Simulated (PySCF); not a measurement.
PySCF 2.14.0, B3LYP/def2-svp, df: Ti(NH2)(Me)2(OSiH3) ([CH3][Ti]([CH3])([NH2])[O][SiH3]), 17 atoms. The geometry is a generated start, not checked to be a minimum at this level.

- task = energy
- method = b3lyp
- basis = def2-svp
- two-electron scheme = density fitting
- mol.max_memory = 3000 MB
- mf.max_cycle = 100
- mf.init_guess = minao (default)
- mf.DIIS = CDIIS (default)
- mf.diis_space = 8 (default)
- mf.conv_tol = 1e-09 (default)
- mf.grids.level = 3 (default)
- basis functions = 160
- grid points = 204192

```xyz
17

Ti     0.3998     0.1829     0.2713
N      2.1951     0.1713     0.7009
H      2.9349    -0.3049     0.1750
H      2.6292     0.6673     1.4826
C     -0.5920    -0.9128     1.7323
H     -0.4771    -1.9939     1.5586
H     -1.6696    -0.6818     1.6921
H     -0.2396    -0.6962     2.7521
C     -0.3355     2.1071     0.5475
H     -0.1517     2.4638     1.5727
H     -1.4234     2.1219     0.3756
H      0.1201     2.8285    -0.1468
O     -0.1461    -0.3897    -1.3067
Si    -0.6906    -1.2058    -2.5673
H     -1.7879    -2.0949    -2.1324
H      0.4147    -2.0117    -3.1295
H     -1.1804    -0.2510    -3.5778
```

Charge 0 and multiplicity 1 are set for this test and not shown to be the ground state.

One run each on 2 threads, 1 BLAS thread. Values of level_shift (Hartree) tried: 0 (default), 0.1, 0.3, 1.

Which value of level_shift (Hartree) needs the fewest Fock builds, and what happens away from it?

Fewest Fock builds: 0 (default) with 14. The count rises to 40 at 1. All converge to one solution.

| level_shift (Hartree) | Fock builds | end |
|---|---|---|
| 0 (default) | 14 | same solution |
| 0.1 | 16 | same solution |
| 0.3 | 20 | same solution |
| 1 | 40 | same solution |
